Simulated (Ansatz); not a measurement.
## W: pressure series

Consider W in the bcc (W type) structure (space group Im-3m, No. 229; a = 3.170 Å).

Cell and atoms are relaxed at each pressure.

Computed with plane-wave PAW DFT at the r2SCAN level (Ansatz, a first-principles code, 500 eV), spin-orbit coupling left out, earlier PAW set.

Notes on the quantities. enthalpy: H = E + PV relative to the base's energy.

```
change            volume per atom       enthalpy
----------------  ---------------  -------------
base                     15.93 Å³              –
pressure −2 GPa          16.03 Å³  -0.20 eV/atom
pressure −1 GPa          15.98 Å³  -0.10 eV/atom
pressure 1.8 GPa         15.84 Å³  +0.18 eV/atom
pressure 4.2 GPa         15.72 Å³  +0.41 eV/atom
pressure 9 GPa           15.50 Å³  +0.88 eV/atom
pressure 18 GPa          15.13 Å³  +1.74 eV/atom
pressure 30 GPa          14.70 Å³  +2.86 eV/atom
pressure 45 GPa          14.24 Å³  +4.21 eV/atom
pressure 60 GPa          13.83 Å³  +5.53 eV/atom
```

Load acts through the strain it causes; cell and atoms are relaxed under it. No phonon test of stability was made. No other phases were tried under pressure. The final runs are not spin-polarised.
